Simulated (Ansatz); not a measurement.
Base system: MoS₂ in the 2H-MoS2 type structure (space group P6_3/mmc, No. 194; a = 3.109 Å, c = 11.709 Å; layered, stacked along the Cartesian z axis).

Now apply this change: a free-standing slab of 1 layer (3 atoms, 3 a layer) is cut normal to the stacking axis, with 15 Å of vacuum and the in-plane cell relaxed.

Levels (all Ansatz, a first-principles code, PAW): PBEsol-D3(BJ) (420 eV, no SOC); HSE06 (420 eV, spin-orbit coupling left out).

The geometry is relaxed with PBEsol-D3(BJ).

```
Property                  Value
----------------------  -------
PBEsol-D3(BJ) band gap  1.90 eV
```

With HSE06 at the same geometry, the band gap grows by 0.497 eV, from 1.90 eV to 2.39 eV.

Single points use the geometry relaxed with PBEsol-D3(BJ). HSE06 gaps are upper bounds (no full band path). Whether these cells are dynamically stable was not tested.
